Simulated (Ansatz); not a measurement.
N on the 1x1 (110) surface of bcc Mo, one in a 3x3 cell, energies for each (63.6 Å²). Energies are against ½ N2(g), without zero-point or thermal terms; each row is named by its start.

Method: PBE (plane waves to 420 eV, PAW; Ansatz, a first-principles code).

Slab: 37 atoms, 6.5 Å thick at the start under the adsorbate (thin: gaps and levels are the slab's own); k 4x4x1, smearing 0.1 eV, dipole-corrected; 18 atoms held, the rest relaxed; each run with such symmetry as its start has; spin where the adsorbate may keep a moment, no spin-orbit, no U, no dispersion correction.

A negative adsorption energy means that the adsorbate is more stable on the surface than in its reference. Heights count from the host atoms within 0.3 Å of the top one.

```csv
starting site,E_ads (eV),height (Å),nearest host atom (Å),bonded to,Δ work function (eV),lateral drift (Å),moment (μB)
top Mo,(withheld),1.71,Mo 1.71,Mo,0.61,0.0,0.0
hollow Mo-Mo-Mo,(withheld),1.13,Mo 1.96,3 Mo,(withheld),0.0,–
```

### Question
What belongs in the gaps?

### Answer

- top Mo, E_ads (eV): 0.49
- hollow Mo-Mo-Mo, E_ads (eV): -1.65
- hollow Mo-Mo-Mo, Δ work function (eV): 0.13
